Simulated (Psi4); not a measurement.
Psi4 1.11, HF/def2-svp: Ta(Cl)4(Br) ([Cl][Ta]([Cl])([Cl])([Cl])[Br]), 6 atoms. The geometry is a generated start, not checked to be a minimum at this level.

* **task**: energy
* **method**: scf
* **basis**: def2-svp
* **memory**: 3 GB
* **maxiter**: 100
* **keys of the molecule block**: symmetry c1
* **scf_type**: df (default)
* **e_convergence**: 1e-06 (default)
* **d_convergence**: 1e-06 (default)
* **effective core potentials**: those of the basis set, past Kr
* **basis functions**: 136

```xyz
6

Ta     0.0016    -0.0240    -0.0131
Cl     1.7586    -0.7111    -1.2238
Cl     0.9403    -0.8485     1.9047
Cl    -0.9463     0.9555    -1.8509
Cl    -1.6411    -1.5472     0.0823
Br    -0.1130     2.1754     1.1009
```

Charge 0 and multiplicity 1 are set for this test and not shown to be the ground state.

With the defaults (damping_percentage = 0, diis = true, scf_initial_accelerator = adiis, diis_max_vecs = 10, level_shift = 0, level_shift_cutoff = 0.01, guess = auto, which took SAD, soscf = false, soscf_start_convergence = 0.01) it converges in 9 SCF iterations. One run each on 2 threads, with these changes:
- scf_initial_accelerator = none
- diis_max_vecs = 20
- soscf = true, soscf_start_convergence = 0.001
- guess = gwh
- level_shift = 0.1, level_shift_cutoff = 0.001
- guess = modhuckel
- guess = sadno
- damping_percentage = 60, diis = false, scf_initial_accelerator = none
- damping_percentage = 60

Question: Name the settings that don't reach the solution of the defaults.

Answer: No convergence: damping_percentage = 60; damping_percentage = 60, diis = false, scf_initial_accelerator = none (the run ends without SCF convergence in 100 iterations). The rest reach the solution of the defaults.

```tsv
setting	SCF iterations	JK calls	end
soscf = true, soscf_start_convergence = 0.001	7	18	same solution
the defaults	9	10	same solution
diis_max_vecs = 20	9	10	same solution
level_shift = 0.1, level_shift_cutoff = 0.001	9	10	same solution
scf_initial_accelerator = none	9	10	same solution
guess = modhuckel	10	75	same solution
guess = sadno	10	10	same solution
guess = gwh	15	15	same solution
damping_percentage = 60	100	101	no convergence
damping_percentage = 60, diis = false, scf_initial_accelerator = none	100	101	no convergence
```

An SOSCF iteration holds several JK calls; a Hückel guess adds calls on atoms.
